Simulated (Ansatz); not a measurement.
## BeTe: isotropic strain −1.50 %

The parent structure is BeTe in the zinc blende structure (space group F-43m, No. 216; a = 5.554 Å).

Perturbation: the cell is scaled by 0.9850 in all directions, atoms relaxed at fixed cell.

Calculations: Kohn–Sham DFT with the LDA functional, run in Ansatz (a program for electronic structure) with PAW and 420 eV plane waves, no SOC. Settings: 10×10×10 k-points, 0.05 eV Fermi–Dirac smearing.

The volume per atom drops by 0.95 Å³ to 20.47 Å³ and the shortest interatomic distance falls by 3.6 pm, from 240.5 pm to 236.9 pm. The energy goes up by 9.1 meV/atom and the pressure grows by 3.16 GPa, from 0.01 GPa to 3.17 GPa. The band gap falls by 0.11 eV (1.79 eV → 1.68 eV) and the gap character is still indirect, Γ → X. The smallest direct gap falls by 0.042 eV, from 3.59 eV to 3.54 eV and the mean gap deformation potential ΔEg/Δln V amounts to +2.5 eV. The width of the top valence band grows by 0.23 eV to 3.64 eV and the electron mass becomes 1.2 mₑ along k, 0.24 mₑ across (at X) (base: 1.3 mₑ along k, 0.24 mₑ across (at X)). The hole mass (degenerate bands, along [100]) becomes 0.21, 0.30, 0.30 mₑ (at Γ) (base: 0.20, 0.32, 0.32 mₑ (at Γ)).

Final structure:

```yaml
crystal:
  lattice:
    - [0.00000, 2.73547, 2.73547]
    - [2.73547, 0.00000, 2.73547]
    - [2.73547, 2.73547, 0.00000]
  atoms:
    - { symbol: Be, position: [0.00000, 0.00000, 0.00000] }
    - { symbol: Te, position: [0.25000, 0.25000, 0.25000] }
```

Cost of the whole job for the changed cell (relaxation, final SCF and bands): around 6 core-seconds (rough).

Spin-orbit coupling, missing from the scalar runs, can matter with Te. Effective masses come from finite differences of ±0.01 Å⁻¹. Along k means along the line from Γ to the band edge. No phonon test of stability was made.
